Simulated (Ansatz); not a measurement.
A relaxation of cell and atoms of Ni3Ge (Pm-3m, 4 atoms in the cell) with Ansatz (a program for electronic structure).

Level of theory: PBEsol, default PAW files made with PBE (plane waves; Ansatz).

The change in words: atoms on their sites; basis.ecutwfc: 420 eV → 250 eV; relax: default → cell and atoms. Reference geometry:
```
Ni3Ge
1.0
    3.54092     0.00000     0.00000
    0.00000     3.54092     0.00000
    0.00000     0.00000     3.54092
Ni Ge
3 1
Direct
  0.50000   0.00000   0.50000
  0.01412   0.50000   0.50000
  0.50000   0.50000   0.00000
  0.00000   0.00000   0.00000
```

Reference input (self-consistent single point, DFT, PBEsol, plane waves, default PAW files made with PBE): basis.ecutwfc = 420 eV; kpoints.mp_grid.grid = 9 9 9; hamiltonian.xc = pbesol; hamiltonian.pseudopotentials = {kind: paw} (the program's default PAW files); scf.occupations.method = gaussian; scf.occupations.width = 0.1 eV. This run's input differs from it in these lines:

Ansatz 0.2 input:
```diff
@@ -8,3 +8,3 @@
     - { symbol: Ni, position: [0.500000, 0.000000, 0.500000] }
-    - { symbol: Ni, position: [0.014121, 0.500000, 0.500000] }
+    - { symbol: Ni, position: [0.000000, 0.500000, 0.500000] }
     - { symbol: Ni, position: [0.500000, 0.500000, 0.000000] }
@@ -12,3 +12,3 @@
 basis:
-  ecutwfc: 420.0
+  ecutwfc: 250.0
 kpoints:
@@ -24,2 +24,4 @@
     width: 0.1
+relax:
+  cell: {}
 output:
```

Output (repeated stretches shortened):

```
   [... SCF lines of the steps left out ...]
relax step   1: F+E_penalty+E_count = -21660.89277057 eV  Δ(F+E_penalty+E_count) = +0.000e0 eV  max|allowed force component| = 3.432e-29 eV/Å  Δτ_max = 0.0000 Å  P = +3.318 GPa  Ω = 44.396 Å³  (8 SCF iters, dr2 threshold 1.00e-7 eV, accepted)
relax step   2: F+E_penalty+E_count = -21660.36172575 eV  Δ(F+E_penalty+E_count) = +5.310e-1 eV  max|allowed force component| = 7.783e-29 eV/Å  Δτ_max = 0.0000 Å  P = -8.307 GPa  Ω = 44.801 Å³  energy of the carried Pulay correction = -5.247e-1 eV  [...]
   [... lines left out ...]
relax step 119: F+E_penalty+E_count = -21660.84581814 eV  Δ(F+E_penalty+E_count) = +3.928e-2 eV  max|allowed force component| = 2.488e-29 eV/Å  Δτ_max = 0.0000 Å  P = -0.007 GPa  Ω = 44.938 Å³  energy of the carried Pulay correction = -3.936e-2 eV  [...]
relax step 120: F+E_penalty+E_count = -21660.96435879 eV  Δ(F+E_penalty+E_count) = -1.185e-1 eV  max|allowed force component| = 7.100e-30 eV/Å  Δτ_max = 0.0000 Å  P = -0.498 GPa  Ω = 44.938 Å³  stress off target by 4.98e-1 GPa  SCF on the basis [...]
basis re-selected at this cell: Δ(F+E_penalty+E_count) = -1.185e-1 eV, ΔP = -0.491 GPa vs the last step
   [... lines left out ...]
Free energy (F): -21660.964359 eV
Fermi energy:    17.762368 eV
Error: variable-cell relaxation did not converge after 120 `relax_step` rows, as none of its last 57 fresh-basis SCF(s) at a relaxed cell met both thresholds with a finite energy. The last misses `relax.cell.stress_tol`: largest allowed force component 7.10e-30 eV/Å (`relax.f_tol` 1.00e-2 eV/Å), stress off the target on the free part of the cell 4.98e-1 GPa (`relax.cell.stress_tol` 5.00e-2 GPa), F+E_penalty+E_count -21660.96435879 eV. The closest is row 20, whose structure comes with this error. Larger ratio of force or stress to its threshold at each such SCF whose figures are numbers: 61.132, 31.175, 30.639, 26.045, 10.702, 17.311, 9.211, 12.611, 15.866, 11.397, 15.594, 11.786, [...]
   [... lines left out ...]
to start a new deck from the relaxed geometry:
  cell:  # Å, volume = 44.9419 Å³
    - [3.555362513017955, -4.204947045245464e-33, -6.650476839212173e-34]
    - [-5.1679120174390826e-33, 3.555362513017955, -1.2438297557500897e-34]
    - [-6.008500191083095e-34, -1.2839532962581572e-34, 3.555362513017955]
  atoms:
    - { symbol: Ni, position: [0.49999999999999994, -1.734624296849835e-47, 0.49999999999999994] }
    - { symbol: Ni, position: [1.378077484523536e-47, 0.49999999999999994, 0.49999999999999994] }
    - { symbol: Ni, position: [0.49999999999999994, 0.49999999999999994, 1.3043091785249915e-48] }
    - { symbol: Ge, position: [1.0796972429816637e-47, -3.6835308625213364e-48, 1.4170523099535635e-48] }
```

The relaxation ended unconverged.  The full log also holds: “iter 5 did not close the SCF: its close was put off for the readings that it lacked (scf_convergence_deferred on its scf_iter line)”. The full log also holds: “iter 4 did not close the SCF: its close was put off for the readings that it lacked (scf_convergence_deferred on its scf_iter line)”.

The starting cell comes from a database of computed structures (which also holds hypothetical and non-ambient phases and stackings), without a prior relaxation at this level. Its lattice was rescaled by up to half a per cent. The cutoff lies below the one recommended for these files.

Cost on one core of a shared machine: roughly 90 s.
